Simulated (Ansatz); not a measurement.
# A computed series for ZnSnO3: pressure series

Start from ZnSnO3 (space group R3c, No. 161; a = 5.278 Å, c = 14.010 Å (hexagonal axes)).

Cell and atoms are relaxed at each pressure.

The values are results of Ansatz (an electronic-structure program), PBEsol, PAW, cutoff 420 eV, spin-orbit coupling left out, not measurements.

Notes on the quantities. enthalpy: H = E + PV relative to the base's energy.

| change | electron mass | enthalpy | band gap | volume per atom |
|---|---|---|---|---|
| base | 0.19 mₑ (at Γ) | – | 1.25 eV | 11.27 Å³ |
| pressure −2 GPa | – | -0.14 eV/atom | 1.18 eV | 11.40 Å³ |
| pressure −1 GPa | – | -0.07 eV/atom | 1.21 eV | 11.33 Å³ |
| pressure 3 GPa | 0.20 mₑ (at Γ) | +0.21 eV/atom | 1.35 eV | 11.09 Å³ |
| pressure 7 GPa | 0.21 mₑ (at Γ) | +0.48 eV/atom | 1.47 eV | 10.87 Å³ |
| pressure 15 GPa | 0.22 mₑ (at Γ) | +1.02 eV/atom | 1.67 eV | 10.49 Å³ |
| pressure 30 GPa | 0.25 mₑ (at Γ) | +1.97 eV/atom | 1.96 eV | 9.92 Å³ |
| pressure 50 GPa | 0.29 mₑ along c, 0.27 mₑ across (at Γ) | +3.17 eV/atom | 2.16 eV | 9.30 Å³ |
| pressure 75 GPa | 0.34 mₑ along c, 0.29 mₑ across (at Γ) | +4.57 eV/atom | 2.13 eV | 8.65 Å³ |
| pressure 100 GPa | 0.40 mₑ along c, 0.30 mₑ across (at Γ) | +5.88 eV/atom | 2.00 eV | 8.14 Å³ |

Load acts through the strain it causes; cell and atoms are relaxed under it. Effective masses come from finite differences of ±0.01 Å⁻¹. Stability against distortions was not tested. Competing high-pressure phases were not computed.
